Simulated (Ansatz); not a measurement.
## Ansatz run on Y2P (Pnma, 12 atoms in the cell): self-consistent single point

Method of the run: LDA (PW92), default PAW files made with PBE (plane waves; Ansatz, a first-principles code).

This input was run:

Ansatz 0.2 input:
```yaml
crystal:
  lattice:
    - [6.611252, 0.000000, 0.000000]
    - [0.000000, 5.024982, 0.000000]
    - [0.000000, 0.000000, 9.556607]
  atoms:
    - { symbol: Y, position_ang: [3.556854, 1.256245, 7.473267] }
    - { symbol: Y, position_ang: [0.251228, 1.256245, 6.861644] }
    - { symbol: Y, position_ang: [3.054398, 3.768736, 2.083340] }
    - { symbol: Y, position_ang: [6.360024, 3.768736, 2.694963] }
    - { symbol: Y, position_ang: [1.150358, 1.256245, 0.592510] }
    - { symbol: Y, position_ang: [4.455984, 1.256245, 4.185794] }
    - { symbol: Y, position_ang: [5.460894, 3.768736, 8.964097] }
    - { symbol: Y, position_ang: [2.155268, 3.768736, 5.370813] }
    - { symbol: P, position_ang: [4.641099, 1.256245, 1.060783] }
    - { symbol: P, position_ang: [1.335473, 1.256245, 3.717520] }
    - { symbol: P, position_ang: [1.970153, 3.768736, 8.495824] }
    - { symbol: P, position_ang: [5.275779, 3.768736, 5.839087] }
kpoints:
  mp_grid:
    grid: [4, 5, 3]
hamiltonian:
  xc: lda
  pseudopotentials:
    kind: paw
scf:
  occupations:
    method: cold
    width: 0.272 eV
output:
  forces: true
  eigenvalues: true
  stress: true
```

Log, with long lists cut:

```
WARN basis.ecutwfc = 420 eV, the default
WARN ansatz: RAYON_NUM_THREADS=1 ignored (pool sized by the plan → 1); use --threads N
Pseudopotentials: kind: paw
Pseudopotential: Y, paw, valence charge 11
Pseudopotential: P, paw, valence charge 5
Crystal: 12 atoms, lattice volume = 317.484 Å³
Basis set: ecut = 420 eV, 6193 PW (Γ)
Bands: 66, of which v1, the nominal top of the filled ones, is band 54 counted from 1 (53 counted from 0)
Symmetry: 8 space group operations
Space group: Pnma (ITA 62), of the structure as read, at distance tolerance 6.8e-5 Å
k-points: 18 of 60
PAW frozen core: Y, regenerated for the run's functional, and the local potential with it
PAW frozen core: P, regenerated for the run's functional, and the local potential with it
Initial density: superposition of atomic densities (neutral atoms: chi_scale 0, normalization atom), corrected by the library's trained network
Initial wavefunctions: pseudopotential atomic-orbital guess
Eigensolver: davidson
Functional: x = slater, c = lda
SCF iter   1: F=—  HF=-32875.830247 eV  |F-HF|=—  |Δ(HF+E_count)|=         —  Δρ=5.46e-3  dr2=8.57e-2  ethr=1.77e-3  ⟨swp⟩=7.2  Hψ=5343  notcnv=0
all-band conjugate gradients solve this SCF's bands
preconditioner: auto → Kerker (q_TF=auto, 2.280 Å⁻¹)
SCF iter   2: F=—  HF=-32875.821171 eV  |F-HF|=—  |Δ(HF+E_count)|=   9.08e-3  S|Δr|=    0.00e0  Δρ=3.06e-3  dr2=2.86e-2  ethr=7.94e-5  ⟨swp⟩=1.9  Hψ=1482  notcnv=0
SCF iter   3: F=—  HF=-32875.814834 eV  |F-HF|=—  |Δ(HF+E_count)|=   6.34e-3  S|Δr|=    0.00e0  Δρ=4.52e-4  dr2=1.14e-3  ethr=2.65e-5  ⟨swp⟩=2.0  Hψ=1524  notcnv=0
SCF iter   4: F=—  HF=-32875.814539 eV  |F-HF|=—  |Δ(HF+E_count)|=   2.95e-4  S|Δr|=    0.00e0  Δρ=1.49e-4  dr2=1.32e-4  ethr=1.06e-6  ⟨swp⟩=2.0  Hψ=1579  notcnv=0
SCF iter   5: F=—  HF=-32875.814504 eV  |F-HF|=—  |Δ(HF+E_count)|=   3.58e-5  S|Δr|=    0.00e0  Δρ=3.43e-5  dr2=5.45e-6  ethr=1.22e-7  ⟨swp⟩=2.1  Hψ=1585  notcnv=0
SCF iter   6: F=—  HF=-32875.814669 eV  |F-HF|=—  |Δ(HF+E_count)|=   1.66e-4  S|Δr|=    0.00e0  Δρ=1.04e-5  dr2=8.35e-7  ethr=5.04e-9  ⟨swp⟩=2.4  Hψ=1721  notcnv=0
SCF iter   7: F=-32875.814669 eV  HF=-32875.814669 eV  |F-HF|=1.95e-8  |Δ(HF+E_count)|=   1.81e-7  S|Δr|=    0.00e0  Δρ=2.65e-6  dr2=3.79e-8  ethr=9.26e-11  ⟨swp⟩=9.8  Hψ=5274  notcnv=0
SCF 1 converged in 7 iterations: F = -32875.814669 eV  dr2 = 3.79e-8
SCF converged after 7 iterations
Stability not checked (fill_not_monotonic)
Free energy (F): -32875.814669 eV
Harris-Foulkes:  -32875.814669 eV  (|F-HF|=1.95e-8)
Internal energy: -32875.761417 eV  (E = F + TS)
E sigma→0 (E₀):  -32875.796918 eV
Entropy (-TS):   -0.053252 eV (-4.438 meV/atom)
Fermi energy:    9.662899 eV
--- Per-component energies (eV) ---
  E_band       = -898.922307
  E_kinetic    = 2707.412794
  E_local      = -5017.243789  (includes V_loc(G=0)·N_el)
  E_nonlocal   = 568.782983
  E_hartree    = 1575.073656
  E_xc         = -1611.519841
  E_vxc        = -1823.185626  (∫ρ·V_xc dr)
  E_paw        = -23953.858764  (= ΣΔE_a)
  E_vpaw       = -484.837888  (= ΣTr[D̂ρ^β])
  E_aug_tail   = 0.000026  (compensation charges beyond the density's cutoff)
  E_ewald      = -7147.514574
  E_core_change = 3.106092  (= ΣΔE_core)
  E_smearing   = -0.053252  (= −TS)
  E_closure    = -0.000000  (closes the sum)
  Σ components = -32875.814669   (vs F -32875.814669, Δ=0.00e0)
--- Forces (eV/Å), atoms counted from 1 ---
  atom   1  Y      0.18983134    -0.00000000     0.87437799
  atom   2  Y      0.18983134     0.00000000    -0.87437799
  atom   3  Y     -0.18983134     0.00000000    -0.87437799
  atom   4  Y     -0.18983134    -0.00000000     0.87437799
  atom   5  Y     -0.00754774     0.00000000     0.10619514
  atom   6  Y     -0.00754774    -0.00000000    -0.10619514
  atom   7  Y      0.00754774    -0.00000000    -0.10619514
  atom   8  Y      0.00754774     0.00000000     0.10619514
  atom   9  P      0.14992707     0.00000000     0.39401369
  atom  10  P      0.14992707     0.00000000    -0.39401369
  atom  11  P     -0.14992707    -0.00000000    -0.39401369
  atom  12  P     -0.14992707    -0.00000000     0.39401369
  max |Σ_I F_I| component: 7.37e-18 eV/Å
--- Stress (GPa, compression-positive) ---
      -10.748103       0.000000       0.000000
        0.000000     -15.766904       0.000000
        0.000000       0.000000      -7.745945
  P = ⅓ Tr σ = -11.4203 GPa (-114.203 kbar)
  The stress holds the Pulay correction. Without it, at fixed plane waves, as pw.x and ABINIT print it: P = -11.4318 GPa
--- Band table (eV; the first three rows and the last of 18) ---
  k-point 0: bands = ["-33.2146", "-33.1868", "-33.1536", "-33.1434", "-33.1366", "-33.1306", "-33.1259", "-33.1234", "-13.5580", "-13.4827", "-13.4324", "-13.4295", "-13.4168", "-13.3452", "-13.3057", "-13.2970", "-13.2584", "-13.2338", "-13.2089", [...]
  k-point 1: bands = ["-33.2095", "-33.1966", "-33.1442", "-33.1424", "-33.1387", "-33.1307", "-33.1281", "-33.1248", "-13.5424", "-13.5059", "-13.4225", "-13.4165", "-13.3799", "-13.3766", "-13.3760", "-13.3160", "-13.2156", "-13.2104", "-13.2097", [...]
  k-point 2: bands = ["-33.2091", "-33.1850", "-33.1517", "-33.1435", "-33.1364", "-33.1343", "-33.1277", "-33.1269", "-13.5479", "-13.4983", "-13.4395", "-13.4384", "-13.4208", "-13.3579", "-13.3264", "-13.3062", "-13.2996", "-13.2726", "-13.2192", [...]
  k-point 17: bands = ["-33.1700", "-33.1700", "-33.1646", "-33.1646", "-33.1390", "-33.1390", "-33.1335", "-33.1335", "-13.4540", "-13.4540", "-13.4388", "-13.4388", "-13.3652", "-13.3652", "-13.3345", "-13.3345", "-13.2649", "-13.2649", [...]
```

The run converged in 7 iterations.

The starting cell was generated: these elements placed on a structure prototype, without a prior relaxation; it need not be a known phase or ordering of this composition. With a pressure of about -11 GPa the cell is away from its equilibrium volume at this level. Ansatz's pressure includes its estimate of the finite-basis (Pulay) stress.
